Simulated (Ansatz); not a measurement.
## Rb under a change: Rb → Yb

The parent structure is Rb in the bcc (W type) structure (space group Im-3m, No. 229; a = 5.575 Å).

Modification: full substitution Rb → Yb; the structure is relaxed again.

Computed with PBEsol in Ansatz (plane waves to 420 eV, PAW, without spin-orbit coupling), earlier PAW set. k-mesh 16×16×16 (Γ-centred); smearing 0.05 eV (Fermi–Dirac), for the changed cell.

- Volume per atom = 31.70 Å³ (base 86.64 Å³)
- Density = 9.06 g/cm³ (base 1.64 g/cm³)
- Lattice parameter a = 3.988 Å (base 5.575 Å)
- Space group = Im-3m (No. 229) (base Im-3m (No. 229))
- Band gap = zero (base zero)

Final structure:

```yaml
crystal:
  lattice:
    - [-1.99376, 1.99376, 1.99376]
    - [1.99376, -1.99376, 1.99376]
    - [1.99376, 1.99376, -1.99376]
  atoms:
    - { symbol: Yb, position: [0.00000, 0.00000, 0.00000] }
```

The state of the 4f shell was not checked for lower solutions. Whether these cells are dynamically stable was not tested. For Yb in this form, whether it has been made was not checked. Starting moments died away, wholly or in part, for Rb → Yb; another magnetic solution may exist. All final runs are without spin polarisation. This is not the structure that Yb has at room temperature and ambient pressure.

Ansatz is a first-principles code.
